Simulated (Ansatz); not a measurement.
# How far to go with the k-point mesh at a smearing width of 0.05 eV: Li3YBi2 (P3m1, 6 atoms in the cell)

```
CELL_PARAMETERS angstrom
      4.61481     0.00000     0.00000
     -2.30741     3.99654     0.00000
      0.00000     0.00000     7.28770
ATOMIC_POSITIONS crystal
  Li 0.66667 0.33333 0.35780
  Li 0.33333 0.66667 0.64906
  Li 0.00000 0.00000 0.50000
  Y  0.00000 0.00000 0.00000
  Bi 0.66667 0.33333 0.75259
  Bi 0.33333 0.66667 0.24741
```

Level of theory: PBEsol, default PAW files made with PBE (plane waves; Ansatz, an electronic-structure program).

Base settings: basis.ecutwfc = 420 eV; kpoints.mp_grid.grid = 8 8 5; hamiltonian.xc = pbesol; hamiltonian.pseudopotentials = {kind: paw} (the program's default PAW files); scf.occupations.method = gaussian; scf.occupations.width = 0.1 eV.

In this ladder: scf.occupations.width = 0.05 eV.

The second cell is the first with its lattice scaled by 0.98.

Only quantities that move along the ladder and can be compared are tabulated.

The count of work is k-points × plane waves × bands × iterations; it is no time. Core times come from one kind of shared machine, to one figure; runs under 30 s give none.

The starting cell comes from a database of computed structures (which also holds hypothetical and non-ambient phases and stackings), without a prior relaxation at this level. Its lattice was rescaled by up to half a per cent. One atom was moved a little off its site on purpose. Ansatz's pressure includes its estimate of the finite-basis (Pulay) stress.

Steps (kpoints.mp_grid.grid): 3 3 2; 4 4 2; 4 4 3; 5 5 3; 6 6 4; 8 8 4; 9 9 5; 11 11 6; 13 13 8; 16 16 9; 20 20 11.

Question: What is the coarsest kpoints.mp_grid.grid that holds the energy of the compressed cell less the first within 1 meV/atom of the last step, with all finer ones?

Answer: 4 4 2, at 0.019 of the last step's count of work; the step before is off by 1.5 meV/atom.

Question: What is the coarsest kpoints.mp_grid.grid that holds the pressure within 0.05 GPa of the last step, with all finer ones?

Answer: 5 5 3, at 0.024 of the last step's count of work; the step before is off by 0.06 GPa.

Question: What is the coarsest kpoints.mp_grid.grid that holds the free energy within 5 meV/atom of the last step, with all finer ones?

Answer: 6 6 4, at 0.056 of the last step's count of work; the step before is off by 6.1 meV/atom.

```tsv
kpoints.mp_grid.grid	free energy less the last step's (meV/atom)	energy of the compressed cell less the first (meV/atom)	pressure (GPa)	largest difference of a force vector from the last step's (eV/Å)	count of work / last	core time / last (rough)
3 3 2	47.15	5.13	-0.69	0.071	0.012	–
4 4 2	14.51	2.72	-0.89	0.032	0.019	–
4 4 3	14.84	4.18	-0.80	0.023	0.018	–
5 5 3	6.14	3.75	-0.83	0.016	0.024	–
6 6 4	2.41	3.57	-0.85	0.008	0.056	–
8 8 4	0.45	3.48	-0.87	0.007	0.070	–
9 9 5	0.06	3.37	-0.88	0.010	0.100	–
11 11 6	-0.15	3.56	-0.87	0.004	0.17	–
13 13 8	-0.09	3.59	-0.86	0.002	0.34	0.4
16 16 9	-0.06	3.64	-0.86	0.001	0.55	0.5
20 20 11	0.00	3.64	-0.85	0.000	1.0	1
```

The energy difference between the two cells stays within 1 meV/atom of the last step's from 4 4 2 on, the total only from 8 8 4 on: much of the error is common to both cells and cancels.

Two neighbours can agree and both be off: 4 4 2 and 4 4 3 differ by 0.32 meV/atom in the free energy, yet lie about 15 meV/atom from the last step.

Keys are those of Ansatz 0.2.
